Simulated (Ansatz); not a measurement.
## How far to go with the k-point mesh: MgZrF6 (I4mm, 8 atoms in the cell)

```
CELL_PARAMETERS angstrom
      0.00000     4.00795     4.00795
      4.00795     0.00000     4.00795
      4.00795     4.00795     0.00000
ATOMIC_POSITIONS crystal
  Mg 0.50624 0.50624 0.49376
  Zr 0.00000 0.00000 0.00000
  F  0.74762 0.25238 0.25238
  F  0.25238 0.74762 0.74762
  F  0.25238 0.74762 0.25238
  F  0.74762 0.25238 0.74762
  F  0.25238 0.25238 0.74762
  F  0.74762 0.74762 0.25238
```

Method: PBEsol, default PAW files made with PBE (plane waves; Ansatz, an electronic-structure program).

Base settings: basis.ecutwfc = 420 eV; kpoints.mp_grid.grid = 6 6 6; hamiltonian.xc = pbesol; hamiltonian.pseudopotentials = {kind: paw} (the program's default PAW files); scf.occupations.method = fixed.

The second cell is the first with its lattice scaled by 0.98.

Only quantities that move along the ladder and can be compared are tabulated.

The count of work is k-points × plane waves × bands × iterations; it is no time. Core times come from one kind of shared machine, to one figure; runs under 30 s give none.

The starting cell comes from a database of computed structures (which also holds hypothetical and non-ambient phases and stackings), without a prior relaxation at this level. Its lattice was rescaled by up to half a per cent. One atom was moved a little off its site on purpose. Ansatz's pressure includes its estimate of the finite-basis (Pulay) stress.

```tsv
kpoints.mp_grid.grid	free energy less the last step's (meV/atom)	energy of the compressed cell less the first (meV/atom)	pressure (GPa)	largest difference of a force vector from the last step's (eV/Å)	gap on the mesh (eV)	count of work / last	core time / last (rough)
1 1 1	141.39	25.64	1.06	0.277	6.555	0.0029	–
2 2 2	1.67	9.35	-1.49	0.003	6.738	0.011	–
3 3 3	0.06	8.97	-1.53	0.000	6.744	0.017	–
4 4 4	-0.02	9.07	-1.52	0.000	6.744	0.037	–
5 5 5	0.01	8.99	-1.53	0.000	6.744	0.052	–
6 6 6	-0.06	9.05	-1.52	0.000	6.744	0.086	–
7 7 7	0.02	9.05	-1.52	0.000	6.744	0.11	–
8 8 8	0.00	9.02	-1.52	0.000	6.744	0.17	–
9 9 9	-0.03	9.08	-1.52	0.000	6.744	0.21	–
10 10 10	-0.01	9.07	-1.52	0.000	6.744	0.29	0.3
11 11 11	-0.01	9.09	-1.52	0.000	6.744	0.36	0.4
13 13 13	0.01	9.07	-1.52	0.000	6.744	0.56	0.6
14 14 14	0.00	9.06	-1.52	0.000	6.744	0.70	0.7
16 16 16	0.00	9.06	-1.52	0.000	6.744	1.0	1
```

Coarsest kpoints.mp_grid.grid that holds the pressure within 0.05 GPa of the last step, with all finer ones: 2 2 2, at 0.011 of the last step's count of work; the step before is off by 2.6 GPa.

Coarsest kpoints.mp_grid.grid that holds the forces within 0.02 eV/Å of the last step, with all finer ones: 2 2 2, at 0.011 of the last step's count of work; the step before is off by 0.28 eV/Å.

The energy difference between the two cells stays within 1 meV/atom of the last step's from 2 2 2 on, the total only from 3 3 3 on: much of the error is common to both cells and cancels.

Keys are those of Ansatz 0.2.
